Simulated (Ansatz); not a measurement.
# A computed series for C: pressure series

The reference is C in the graphite type structure (space group P6_3/mmc, No. 194; a = 2.458 Å, c = 6.563 Å; layered, stacked along the Cartesian z axis).

Cell and atoms are relaxed at each pressure.

All numbers come from PBEsol-D3(BJ), PAW, 420 eV (Ansatz, a program for electronic structure; without spin-orbit coupling).

Candidates:
(a) pressure 0.7 GPa
(b) pressure 0.3 GPa
(c) pressure 10 GPa
(d) pressure −1 GPa

For the base:

```
Quantity   Value
---------  -----
c/a ratio  2.670
```

Question: Order them by c/a ratio, highest first.

Answer: (d) pressure −1 GPa (2.761), (b) pressure 0.3 GPa (2.651), (a) pressure 0.7 GPa (2.626), (c) pressure 10 GPa (2.371)

A case with no gap was solved on a k-mesh chosen for an insulator, which is coarse for it. Load acts through the strain it causes; cell and atoms are relaxed under it. No phonon test of stability was made. No other phases were tried under pressure.
